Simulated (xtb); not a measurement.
xtb 6.7.1, GFN1-xTB: Mo(H)4(SiH3)2 ([SiH3][MoH4][SiH3]), 13 atoms. The geometry is a generated start, not checked to be a minimum at this level.

method: GFN1-xTB
--acc: 1 (default)
--etemp (K): 300 (default)
detailed input (--input): none: ANC optimiser, Lindh (1995) Hessian, microcycle=20, maxdispl=1.0, hlow=0.01 (default)
basis functions: 50
valence electrons: 24

```xyz
13

Mo     1.2785    -0.0355    -0.0428
H      1.8336     1.4607    -0.5490
H      1.8277     0.6778     1.3710
H      1.7473    -1.5634     0.4345
H      1.6375    -0.7924    -1.4905
Si    -0.6851     0.7148    -1.4900
H     -1.4019     1.8943    -0.8980
H     -1.7566    -0.3231    -1.6494
H     -0.4730     1.1484    -2.8888
Si    -0.6123    -0.6698     1.5465
H     -0.3520    -1.3053     2.8570
H     -1.5207    -1.6707     0.8871
H     -1.5231     0.4641     1.9123
```

Charge 0 and multiplicity 1 are set for this test and not shown to be the ground state.

The structure is relaxed from this start with --opt LEVEL for the levels crude, sloppy, loose, lax, normal, tight, vtight, extreme, once each. Up to the end of the extreme run atoms move by at most 0.60 Å along an axis.

Problem. What is the loosest level that ends within 20 meV of the extreme run, and how many cycles does it take?

Solution. sloppy: 14 cycles against 30, ending 10 meV above.

| level | cycles | energy above the extreme run (meV) | gradient norm (eV/Å) |
|---|---|---|---|
| crude | 7 | 52 | 0.15 |
| sloppy | 14 | 10 | 0.15 |
| loose | 19 | 0.81 | 0.11 |
| lax | 23 | 0.032 | 0.022 |
| normal | 27 | under 0.01 | 0.0030 |
| tight | 27 | under 0.01 | 0.0030 |
| vtight | 28 | under 0.01 | 0.0047 |
| extreme | 30 | — | 0.0025 |
